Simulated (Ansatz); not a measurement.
Ansatz (a quantum-chemistry and plane-wave program) run on InBi (P4mm, 4 atoms in the cell): self-consistent single point.

Computed with LDA (PW92), default PAW files made with PBE (plane waves; Ansatz).

The change in words: lattice scaled by 0.98; basis.ecutwfc: 30.9 Ry → 74.2 Ry. Reference geometry:
```
InBi
1.0
    4.92555     0.00000     0.00000
    0.00000     4.92555     0.00000
    0.00000     0.00000     5.23795
In Bi
2 2
Direct
  0.50000   0.50000   0.00000
  0.00000   0.00000   0.00000
  0.50000   0.00000   0.36956
  0.00000   0.50000   0.63999
```

Reference input (self-consistent single point, DFT, LDA (PW92), plane waves, default PAW files made with PBE): basis.ecutwfc = 30.9 Ry; kpoints.mp_grid.grid = 5 5 4; hamiltonian.xc = lda; hamiltonian.pseudopotentials = {kind: paw} (the program's default PAW files); scf.occupations.method = gaussian; scf.occupations.width = 0.0073 Ry. This run's input differs from it in these lines:

Ansatz 0.2 input:
```diff
@@ -2,5 +2,5 @@
   lattice:
-    - [4.925552, 0.000000, 0.000000]
-    - [0.000000, 4.925552, 0.000000]
-    - [0.000000, 0.000000, 5.237947]
+    - [4.827041, 0.000000, 0.000000]
+    - [0.000000, 4.827041, 0.000000]
+    - [0.000000, 0.000000, 5.133188]
   atoms:
@@ -11,3 +11,3 @@
 basis:
-  ecutwfc: 30.9 Ry
+  ecutwfc: 74.2 Ry
 kpoints:
```

Log, with long lists cut:

```
SCF iter   1: F=—  HF=-35086.080926 eV  |F-HF|=—  |Δ(HF+E_count)|=         —  Δρ=5.87e-3  dr2=2.15e-2  ethr=1.77e-3  ⟨swp⟩=7.2  Hψ=2895  notcnv=0
all-band conjugate gradients solve this SCF's bands
preconditioner: auto → Kerker (q_TF=auto, 2.404 Å⁻¹)
SCF iter   2: F=—  HF=-35086.075187 eV  |F-HF|=—  |Δ(HF+E_count)|=   5.74e-3  Δρ=2.60e-3  dr2=4.25e-3  ethr=3.85e-5  ⟨swp⟩=2.0  Hψ=946  notcnv=0
SCF iter   3: F=—  HF=-35086.074101 eV  |F-HF|=—  |Δ(HF+E_count)|=   1.09e-3  Δρ=5.21e-4  dr2=3.03e-4  ethr=7.60e-6  ⟨swp⟩=2.0  Hψ=768  notcnv=0
SCF iter   4: F=—  HF=-35086.074063 eV  |F-HF|=—  |Δ(HF+E_count)|=   3.81e-5  Δρ=1.09e-4  dr2=1.94e-5  ethr=5.40e-7  ⟨swp⟩=2.0  Hψ=721  notcnv=0
SCF iter   5: F=—  HF=-35086.073984 eV  |F-HF|=—  |Δ(HF+E_count)|=   7.90e-5  Δρ=2.77e-5  dr2=1.39e-6  ethr=3.46e-8  ⟨swp⟩=2.2  Hψ=882  notcnv=0
SCF iter   6: F=—  HF=-35086.073984 eV  |F-HF|=—  |Δ(HF+E_count)|=   6.26e-8  Δρ=9.17e-6  dr2=1.05e-7  ethr=2.48e-9  ⟨swp⟩=2.0  Hψ=1093  notcnv=0
SCF iter   7: F=-35086.073984 eV  HF=-35086.073984 eV  |F-HF|=1.12e-9  |Δ(HF+E_count)|=   9.78e-9  Δρ=2.57e-6  dr2=8.05e-9  ethr=1.79e-10  ⟨swp⟩=8.6  Hψ=2476  notcnv=0
SCF 1 converged in 7 iterations: F = -35086.073984 eV  dr2 = 8.05e-9
Free energy (F): -35086.073984 eV
Internal energy: -35086.065755 eV  (E = F + TS)
E sigma→0 (E₀):  -35086.069869 eV
Entropy (-TS):   -0.008229 eV (-2.057 meV/atom)
Fermi energy:    9.762952 eV
--- Forces (eV/Å), atoms counted from 1 ---
  atom   1  In     0.00000000     0.00000000     0.10807728
  atom   2  In    -0.00000000     0.00000000     0.10807728
  atom   3  Bi    -0.00000000     0.00000000     0.12760734
  atom   4  Bi     0.00000000     0.00000000    -0.34375932
--- Stress (GPa, compression-positive) ---
       -0.762577       0.000000       0.000000
        0.000000      -0.762577       0.000000
        0.000000       0.000000      -1.103471
  P = ⅓ Tr σ = -0.8762 GPa (-8.762 kbar)
  The stress holds the Pulay correction. Without it, at fixed plane waves, as pw.x and ABINIT print it: P = -0.8771 GPa
```

The run converged in 7 iterations. Against the reference run the free energy falls by 26.8 meV/atom, the pressure goes from -3.36 to -0.88 GPa and the largest force goes from 0.092 to 0.344 eV/Å.

The starting cell comes from a database of computed structures (which also holds hypothetical and non-ambient phases and stackings), without a prior relaxation at this level. Its lattice was rescaled by up to half a per cent. One atom was moved a little off its site on purpose. For this run, on top of that: lattice scaled by 0.98. Ansatz's pressure includes its estimate of the finite-basis (Pulay) stress.
